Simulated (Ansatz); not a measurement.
Reference: ZrS2 (P-3m1), r2SCAN+D4 with spin-orbit coupling, rigid bands (plane waves, PAW; Ansatz, a program for electronic structure); axes and stresses refer to this cell.

```xyz
3
Lattice="3.6801 0.0000 0.0000 -1.8401 3.1871 0.0000 0.0000 0.0000 5.9340" Properties=species:S:1:pos:R:3 pbc="T T T"
Zr     0.0000     0.0000     0.0000
S      1.8401     1.0624     4.4954
S      0.0000     2.1247     1.4385
```

The band gap is 1.25 eV and the electron mass along z is 2.2 mₑ. The Seebeck coefficient, p-type 1e19 cm⁻³ is 418 μV/K.

Task: Change: hydrostatic pressure 5 GPa. What happens to band gap, electron mass along z, Seebeck coefficient, p-type 1e19 cm⁻³?

Result: band gap shrinks to 0.72 eV; electron mass along z drops to 1.61 mₑ; Seebeck coefficient, p-type 1e19 cm⁻³ falls to 279 μV/K.

Masses are for dilute carriers at 300 K, harmonic means over directions unless an axis is named. Seebeck coefficients are for the stated density at 300 K, with one relaxation time for all states and whether or not that doping can be reached. Stresses and pressures are the targets of the relaxation.  The structure type is held under load, also where the real crystal would transform.

Computed structure with no diffraction record at hand here (it may be known, metastable or hypothetical): ZrS2 (P-3m1).
